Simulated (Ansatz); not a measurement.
The starting structures come from a database of crystals and need not be the phases stable at ambient conditions.

 Where the default PAW files enter, the runs use the earlier of Ansatz's two default sets.

By PBEsol, the system below comes out a metal.

The ballistic (Sharvin) conductance counts the channels at the Fermi level: G/A = (e²/h) × channels of both spins per area.

Input:

```
Hf5Ge3
1.0
    5.52628     0.00000     0.00000
    0.00000    13.75541     0.00000
    0.00000     6.87771     3.97084
Hf Ge
10 6
Direct
  0.00000   0.66667   0.00000
  0.00000   0.33333   0.00000
  0.50000   0.33333   0.00000
  0.50000   0.66667   0.00000
  0.75000   0.74692   0.25308
  0.25000   0.25308   0.74692
  0.25000   0.74692   0.50616
  0.75000   0.25308   0.49384
  0.75000   0.00000   0.25308
  0.25000   0.00000   0.74692
  0.75000   0.38923   0.61077
  0.25000   0.61077   0.38923
  0.25000   0.38923   0.22154
  0.75000   0.61077   0.77846
  0.75000   0.00000   0.61077
  0.25000   0.00000   0.38923
```

Space group of this cell: P6_3/mcm. The cell is taken as given; by PBEsol its mean pressure is -2.1 GPa.

The current flows along the normal of the first two printed cell vectors, the (110) plane of the conventional cell. No spin-orbit coupling; the value is a mean over 0.1 eV about the Fermi level.

Problem. Predict the ballistic conductance per area from PBEsol (Ansatz, a program for electronic structure).

Solution. 0.26 × 10¹⁵ S/m² for both spins.
